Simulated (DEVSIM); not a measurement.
System: illuminated Si n-on-p cell, one wavelength, at 300 K.

```tsv
layer (left to right)	material	thickness (μm)	Nd (cm⁻³)	Na (cm⁻³)	τn (s)	τp (s)	absorption coefficient (cm⁻¹)
1	Si	0.0550	2.8e18	-	0.00034	2.3e-5	2600
2	Si	260	-	1.9e17	0.00095	0.00095	2600
```

Left contact: ohmic, minority hole recombination velocity 1e5 cm/s. Right contact: ohmic, minority electron recombination velocity 6000 cm/s. Voltage is applied to the left contact. Recombination: SRH at mid-gap, radiative, Auger. Light enters at the left, 2.9e18 photons cm⁻² s⁻¹, one pass, no reflection. Mobility is μmin + (μ − μmin)/(1 + (N/Nref)^α).

This is a model device: material constants are rounded textbook-type values typed into the input, and sizes, dopings and lifetimes were drawn at random. Values at 300 K.

```tsv
parameter	Si
gap (eV)	1.124
affinity (eV)	4.05
permittivity	11.7
Nc (cm⁻³)	2.86e19
Nv (cm⁻³)	3.1e19
μn (cm²/Vs)	1417
μp (cm²/Vs)	470
μn,min	52
μp,min	45
Nref,n	9.7e16
Nref,p	2.2e17
αn	0.68
αp	0.72
B (cm³/s)	4.7e-15
Cn (cm⁶/s)	2.8e-31
Cp (cm⁶/s)	9.9e-32
```

Model (solved in DEVSIM): 1D drift-diffusion, Boltzmann statistics, complete ionisation; no tunnelling, impact ionisation, image-force lowering or self-heating.

The recombination velocity at the right contact was swept, all else fixed.

```
recombination velocity at the right contact (cm/s)  dark forward voltage at 100 A/cm² (V)  share of generated pairs collected at short circuit  short-circuit current (mA/cm²)  largest power (mW/cm²)
--------------------------------------------------  -------------------------------------  ---------------------------------------------------  ------------------------------  ----------------------
10                                                                                  0.978                                                0.996                             463                     277
100                                                                                 0.981                                                0.994                             462                     277
1000                                                                                0.998                                                0.988                             459                     275
6000                                                                                1.010                                                0.985                             458                     273
10000                                                                               1.011                                                0.985                             458                     273
1e5                                                                                 1.013                                                0.984                             457                     273
1e6                                                                                 1.013                                                0.984                             457                     273
1e7                                                                                 1.013                                                0.984                             457                     273
```

From the first row to the last the dark forward voltage at 100 A/cm² goes from 0.978 to 1.013. From the first row to the last the share of generated pairs collected at short circuit goes from 0.996 to 0.984.
